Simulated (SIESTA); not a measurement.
A self-consistent single point of LiBr (Fm-3m, 2 atoms in the cell) with SIESTA.

Method of the run: GGA BLYP, numerical atomic orbitals TZP, PseudoDojo PBE standard norm-conserving potentials (rewritten from UPF to PSML) (SIESTA 5.4.2).

```
CELL_PARAMETERS angstrom
      0.00000     2.66524     2.66524
      2.66524     0.00000     2.66524
      2.66524     2.66524     0.00000
ATOMIC_POSITIONS crystal
  Li 0.00000 0.00000 0.00000
  Br 0.50000 0.50000 0.50000
```

Reference input (self-consistent single point, DFT, GGA PBE, numerical atomic orbitals TZP, PseudoDojo PBE standard norm-conserving potentials (rewritten from UPF to PSML)): XC.functional = GGA; XC.authors = PBE; potentials = PseudoDojo PBE standard; PAO.BasisSize = TZP; PAO.EnergyShift = 0.01 Ry; MeshCutoff = 300 Ry; kgrid.MonkhorstPack = 9 9 9; OccupationFunction = FD; ElectronicTemperature = 10 K; PAO.Polarization.NonPerturbative = true; MaxSCFIterations = 150; SCF.Mixer.Method = Pulay. This run's input differs from it in these lines:

```diff
@@ -23,3 +23,3 @@
 XC.functional                GGA
-XC.authors                   PBE
+XC.authors                   BLYP
 PAO.BasisSize                TZP
```

The program printed (abridged):

```
        iscf     Eharris(eV)        E_KS(eV)     FreeEng(eV)     dDmax    Ef(eV) dHmax(eV)
   scf:    1     -625.037167     -625.496608     -625.496608  1.000199 -5.150968  0.340492
   scf:    2     -625.504709     -625.500918     -625.500918  0.015495 -5.215041  0.205406
   scf:    3     -625.504280     -625.502924     -625.502924  0.014813 -5.318894  0.130244
   scf:    4     -625.503117     -625.503023     -625.503023  0.011849 -5.426275  0.005894
   scf:    5     -625.503022     -625.503023     -625.503023  0.000828 -5.422874  0.003352
   scf:    6     -625.503023     -625.503023     -625.503023  0.000453 -5.421930  0.000299
   scf:    7     -625.503023     -625.503023     -625.503023  0.000028 -5.422004  0.000004
mix: Pulay -- inversion failed, > SVD [rank/size] 3 / 6
   scf:    8     -625.503023     -625.503023     -625.503023  0.000000 -5.422001  0.000000
SCF Convergence by DM+H criterion
max |DM_out - DM_in|         :     0.0000004745
max |H_out - H_in|      (eV) :     0.0000001169
SCF cycle converged after 8 iterations

Using DM_out to compute the final energy and forces

siesta: E_KS(eV) =             -625.5030

siesta: E_KS - E_eggbox =      -625.5030

siesta: Atomic forces (eV/Ang):
     1    0.000000   -0.000000   -0.000000
     2   -0.000000    0.000000   -0.000000
   Tot    0.000000   -0.000000   -0.000000
   Max    0.000000
   Res    0.000000    sqrt( Sum f_i^2 / 3N )
   Max    0.000000    constrained

Stress tensor Voigt[x,y,z,yz,xz,xy] (kbar):      -55.00      -55.00      -55.00        0.03        0.03        0.03
(Free)E + p*V (eV/cell)     -624.2032
Target enthalpy (eV/cell)     -625.5030

siesta: Program's energy decomposition (eV):
siesta: FreeEng =      -625.503023

   [... lines left out ...]
siesta:    -0.034328    0.000019    0.000019
siesta:     0.000019   -0.034328    0.000019
siesta:     0.000019    0.000019   -0.034328

siesta: Cell volume =         37.865130 Ang**3

siesta: Pressure (static):
siesta:                Solid            Molecule  Units
siesta:           0.00037388          0.00037388  Ry/Bohr**3
siesta:           0.03432779          0.03432779  eV/Ang**3
siesta:          54.99918006         54.99918006  kBar
```

The run converged in 8 iterations. Against the reference run the pressure goes from 3.27 to 5.50 GPa and the gap on the mesh goes from 5.512 to 5.704 eV. The full log also holds: “xc_check: WARNING: Pseudopotential generated with GGA PBE functional”.

The starting cell comes from a database of computed structures (which also holds hypothetical and non-ambient phases and stackings), without a prior relaxation at this level. Its lattice was rescaled by a random factor within 2.5 % of one. Values carry the incompleteness of an atom-centred basis. With a pressure of about 5 GPa the cell is away from its equilibrium volume at this level.
